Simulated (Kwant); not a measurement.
Device: quantum point contact (saddle potential) in a Ge (holes) two-dimensional gas. Effective mass 0.06 mₑ, grid spacing 4 nm, hard walls, nominal width 80 nm (19 grid rows, so walls 80 nm apart), one parabolic valley, scattering region 240 nm long along x; energies count from the band bottom; Fermi energy 0.0326 eV. Potential (V0 + ½k y²) cos²(πx/L) for |x| < L/2, with V0 swept from 0.03423 to 0 eV, k = 0.00021 eV/nm², L = 70 nm.

Constants are typed, rounded textbook-type inputs, not results; the design itself was drawn at random and stands for no fabricated device.

Kwant, effective-mass tight-binding model on a square grid, one spin, coherent transport at 0 K. Conductance is in e²/h.

Sweep values stay those of the base run.

The magnetic field was swept, all else fixed.

```tsv
magnetic field (T)	G (e²/h) at V0 = 8.930 meV	G (e²/h) at V0 = 25.80 meV
0	1.47	0.36
0.19	1.47	0.36
0.39	1.47	0.36
0.65	1.46	0.36
0.97	1.46	0.35
1.6	1.42	0.35
```

From the first row to the last the G at V0 = 8.930 meV goes from 1.47 to 1.42. From the first row to the last the G at V0 = 25.80 meV goes from 0.36 to 0.35.
